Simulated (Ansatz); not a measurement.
A self-consistent single point of a (001) slab of HfCd (cut from a parent of space group no. 129; 4 atoms in the cell) with Ansatz (an electronic-structure program).

Method: PBEsol, default PAW files made with PBE (plane waves; Ansatz).

```yaml
crystal:
  lattice:
    - [3.03202, 0.00000, 0.00000]
    - [0.00000, 3.03202, 0.00000]
    - [0.00000, 0.00000, 20.95851]
  atoms:
    - { symbol: Hf, position: [0.00000, 0.50000, 0.66601] }
    - { symbol: Hf, position: [0.50000, 0.00000, 0.33399] }
    - { symbol: Cd, position: [0.00000, 0.50000, 0.44670] }
    - { symbol: Cd, position: [0.50000, 0.00000, 0.55330] }
```

Reference input (self-consistent single point, DFT, PBEsol, plane waves, default PAW files made with PBE): basis.ecutwfc = 420 eV; kpoints.mp_grid.grid = 10 10 1; hamiltonian.xc = pbesol; hamiltonian.pseudopotentials = {kind: paw} (the program's default PAW files); scf.occupations.method = fermi_dirac; scf.occupations.width = 0.1 eV. This run's input differs from it in these lines:

Ansatz 0.2 input:
```diff
@@ -13,3 +13,3 @@
 kpoints:
-  mp_grid: { grid: [10, 10, 1] }
+  mp_grid: { grid: [8, 8, 1] }
 hamiltonian:
```

Output, abridged:

```
SCF iter   1: F=—  HF=-47561.409073 eV  |F-HF|=—  |Δ(HF+E_count)|=         —  Δρ=4.93e-3  dr2=1.47e-1  ethr=1.77e-3  ⟨swp⟩=7.1  Hψ=3063  notcnv=0  defer=3
all-band conjugate gradients solve this SCF's bands
preconditioner: auto → LDOS
SCF iter   2: F=—  HF=-47561.396854 eV  |F-HF|=—  |Δ(HF+E_count)|=   1.22e-2  Δρ=4.61e-3  dr2=3.62e-2  ethr=1.60e-4  ⟨swp⟩=2.2  Hψ=1475  notcnv=0  defer=14
   [... lines left out ...]
SCF iter   6: F=—  HF=-47561.386747 eV  |F-HF|=—  |Δ(HF+E_count)|=   1.51e-4  Δρ=4.77e-5  dr2=6.59e-6  ethr=4.38e-8  ⟨swp⟩=2.0  Hψ=1403  notcnv=0  defer=12
SCF iter   7: F=—  HF=-47561.386750 eV  |F-HF|=—  |Δ(HF+E_count)|=   2.84e-6  Δρ=1.73e-5  dr2=1.24e-6  ethr=7.16e-9  ⟨swp⟩=2.0  Hψ=1336  notcnv=0  defer=12
SCF iter   8: F=—  HF=-47561.386751 eV  |F-HF|=—  |Δ(HF+E_count)|=   3.79e-7  Δρ=9.31e-6  dr2=4.04e-7  ethr=1.35e-9  ⟨swp⟩=2.0  Hψ=1333  notcnv=0  defer=12
SCF iter   9: F=-47561.386751 eV  HF=-47561.386751 eV  |F-HF|=1.05e-8  |Δ(HF+E_count)|=   1.11e-7  Δρ=3.28e-6  dr2=1.95e-8  ethr=1.09e-10  ⟨swp⟩=7.3  Hψ=4031  notcnv=0
SCF 1 converged in 9 iterations: F = -47561.386751 eV  dr2 = 1.95e-8
Free energy (F): -47561.386751 eV
Internal energy: -47561.213820 eV  (E = F + TS)
E sigma→0 (E₀):  -47561.300285 eV
Entropy (-TS):   -0.172931 eV (-43.233 meV/atom)
Fermi energy:    5.602158 eV
--- Forces (eV/Å), atoms counted from 1 ---
  atom   1  Hf     0.00000000     0.00000000    -0.61608320
  atom   2  Hf     0.00000000     0.00000000     0.61608320
  atom   3  Cd     0.00000000     0.00000000    -0.42129431
  atom   4  Cd     0.00000000     0.00000000     0.42129431
--- Stress (GPa, compression-positive) ---
       -3.907725       0.000000       0.000000
        0.000000      -3.907725       0.000000
        0.000000       0.000000      -2.782795
  P = ⅓ Tr σ = -3.5327 GPa (-35.327 kbar)
  The stress holds the Pulay correction. Without it, at fixed plane waves, as pw.x and ABINIT print it: P = -3.5497 GPa
```

The run converged in 9 iterations. Against the reference run the free energy hardly moves (within 1 meV/atom) and the largest force goes from 0.555 to 0.616 eV/Å.

The starting cell comes from a database of computed structures (which also holds hypothetical and non-ambient phases and stackings), without a prior relaxation at this level. The slab is cut from that crystal, and its faces are unrelaxed. Its lattice was rescaled by up to half a per cent. Spin-orbit coupling is off.
